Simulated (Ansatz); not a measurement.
**Carrier properties of SiC (P6_3mc)**

Given:

```yaml
crystal:
  lattice:
    - [3.07597, 0.00000, 0.00000]
    - [-1.53798, 2.66386, 0.00000]
    - [0.00000, 0.00000, 5.04775]
  atoms:
    - { symbol: Si, position: [0.33333, 0.66667, 0.99959] }
    - { symbol: Si, position: [0.66667, 0.33333, 0.49959] }
    - { symbol: C, position: [0.33333, 0.66667, 0.37541] }
    - { symbol: C, position: [0.66667, 0.33333, 0.87541] }
```

Computed with PBE with spin-orbit coupling, rigid bands (plane waves, PAW; Ansatz, a first-principles code). How the cell was made: cell and atoms relaxed with PBEsol.

```json
{
 "band_gap": "2.27 eV",
 "electron conductivity mass (300 K, dilute)": "0.44 (x), 0.44 (y), 0.27 (z) mₑ",
 "hole conductivity mass (300 K, dilute)": "1.20 (x), 1.20 (y), 1.50 (z) mₑ",
 "effective density of states N_c (300 K)": "1.1e19 cm⁻³",
 "effective density of states N_v (300 K)": "6.8e19 cm⁻³",
 "density_of_states_mass_electrons": "0.58 mₑ",
 "density_of_states_mass_holes": "1.94 mₑ",
 "Seebeck coefficient, n-type 1e19 cm⁻³, 300 K": "-233 μV/K",
 "Seebeck coefficient, p-type 1e19 cm⁻³, 300 K": "392 μV/K"
}
```

Rigid bands; masses and Seebeck coefficients take one relaxation time τ for all states and one kind of carrier; polarons and phonon drag are left out. Geometry: cell and atoms relaxed with PBEsol.
